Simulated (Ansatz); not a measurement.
The parent structure is BeTe in the zinc blende structure (space group F-43m, No. 216).

```
BeTe
1.0
    0.00000     2.80220     2.80220
    2.80220     0.00000     2.80220
    2.80220     2.80220     0.00000
Te Be
1 1
Cartesian
  4.20331   4.20331   4.20331
  0.00000   0.00000   0.00000
```

Cartesian axes are those of the cell as printed.

Level of theory: PBEsol in Ansatz (plane waves to 420 eV, PAW, scalar-relativistic without spin-orbit coupling).

Strains are applied to the cell and any free atomic positions relax; under biaxial strain the out-of-plane vector relaxes too; under stress the whole cell relaxes.

One change was made to it. Results:

```csv
quantity,base,after
energy relative to the base (free energy F),0 meV/atom,+0.3 meV/atom
band gap,1.84 eV,1.79 eV
"valence-band top at Γ (three highest levels, from the VBM)","0.00, 0.00, 0.00 eV","0.00, -0.04, -0.08 eV"
```

Task: What was done to the base?
A. tensor shear ε_xy = +0.47 %
B. uniaxial stress, 1 GPa compression along x
C. biaxial strain +4.51 %, plane normal [001], relaxed out of plane
D. uniaxial strain ε_yy = +5.81 %

Result: A, tensor shear ε_xy = +0.47 %. For comparison, the band gap in the other runs: uniaxial stress, 1 GPa compression along x gives 1.68 eV; uniaxial strain ε_yy = +5.81 % gives 1.75 eV; biaxial strain +4.51 %, plane normal [001], relaxed out of plane gives 1.39 eV.

With Te present, leaving out spin-orbit coupling can change the band edges. Stability under load was not tested beyond the relaxation.

Ansatz is a program for electronic structure.
